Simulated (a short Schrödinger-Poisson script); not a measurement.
Stack: symmetric double-gate stack, HfO2 on p-type Si(110), at 400 K.

```tsv
layer	material	thickness (nm)	Na (cm⁻³)
1	HfO2	10.9	-
2	Si	6	1e15
3	HfO2	10.9	-
```

The device is made up for the run: typed textbook-type constants, with dimensions and the other settings drawn at random. HfO2: permittivity 22, conduction-band edge (eV) 1.55, gap (eV) 5.7, electron mass (mₑ) 0.2. Si: permittivity 11.7, conduction-band edge (eV) 0, gap (eV) 1.124, Nv at 300 K (cm⁻³) 3.1e19.

Channel valleys (confinement mass, in-plane density-of-states mass, number): Δ4 0.315, 0.324, 4; Δ2 0.19, 0.417, 2. At the gates, both at one voltage, the conduction-band edge of layer 1 lies 2.08 eV − eVg above the Fermi level of the channel. Gaps are held at their typed values at every temperature. Mesh 0.03 nm at interfaces.

Solved with a short Schrödinger-Poisson script written for these runs: 1D Poisson equation in equilibrium, electrons quantum, Hartree (BenDaniel-Duke, 12 states a valley, the channel's in-plane mass for all, wave functions ending at the dielectric), parabolic valleys, classical holes, full ionisation, no traps, pinning or gate leakage.

The same stack at other levels of the model or other numerical settings:

```tsv
run	sheet density of all electrons at Vg = 2 V (cm⁻²)	sheet density of all electrons at Vg = 0.8 V (cm⁻²)	capacitance of both gates at Vg = 2 V (μF/cm²)	gate voltage at 1e11 electrons/cm² (V)	rough cost against the base
base	2.56e13	5.04e12	2.88	0.38	about 1
electrons treated as classical, Boltzmann	3.07e13	6.31e12	3.40	0.35	0.04
electrons treated as classical, Fermi-Dirac	?	6.23e12	?	0.35	0.2
mesh six times as coarse	2.56e13	5.04e12	2.88	0.38	0.3
one subband a valley	2.52e13	4.99e12	?	0.38	0.5
```

Question: Fill in the missing entries.

Answer: 
- one subband a valley, capacitance of both gates at Vg = 2 V (μF/cm²): 2.84
- electrons treated as classical, Fermi-Dirac, sheet density of all electrons at Vg = 2 V (cm⁻²): 2.98e13
- electrons treated as classical, Fermi-Dirac, capacitance of both gates at Vg = 2 V (μF/cm²): 3.24

The classical rows ignore confinement, and Boltzmann statistics overrate the density once the band edge passes the Fermi level.
